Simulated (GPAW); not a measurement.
Band structure of ZrSe (P-6m2, 2 atoms in the cell).

```
CELL_PARAMETERS angstrom
      3.60943     0.00000     0.00000
     -1.80472     3.12586     0.00000
      0.00000     0.00000     3.66107
ATOMIC_POSITIONS crystal
  Zr 0.00000 0.00000 0.00000
  Se 0.33333 0.66667 0.50000
```

Method: PBEsol, GPAW PAW datasets PBEsol (made by gpaw-setup) (plane waves; GPAW).

Settings: mode = pw; ecut = 600 eV; xc = PBEsol; kpts = 7 7 6; mesh shift (steps) = 0 0 0; occupations.name = fermi-dirac; occupations.width = 0.136 eV; nbands = -6; symmetry.symmorphic = false; symmetry.tolerance = 0.0005; maxiter = 120; bandpath_npoints = 40.

The starting cell comes from a database of computed structures (which also holds hypothetical and non-ambient phases and stackings), without a prior relaxation at this level. Its lattice was rescaled by a random factor within 2.5 % of one.

Levels in eV from the Fermi level, bands 6 to 13:
| point | 6 | 7 | 8 | 9 | 10 | 11 | 12 | 13 |
|---|---|---|---|---|---|---|---|---|
| Γ | -3.24 | -3.24 | -3.07 | -2.47 | 1.60 | 1.64 | 1.64 | 2.53 |
| M | -6.88 | -4.20 | -2.99 | -2.03 | 1.03 | 2.65 | 2.83 | 3.20 |
| K | -6.21 | -5.24 | -4.18 | -0.03 | 0.49 | 1.00 | 1.27 | 5.09 |
| A | -7.31 | -2.83 | -2.83 | -0.08 | -0.08 | 1.61 | 1.88 | 1.88 |
| L | -5.86 | -5.73 | -4.30 | -0.70 | 2.17 | 2.75 | 2.78 | 4.60 |
| H | -6.19 | -5.63 | -4.36 | -0.28 | 2.47 | 2.61 | 3.49 | 4.14 |

Bands cross the Fermi level along this path, so the cell is metallic at this level.
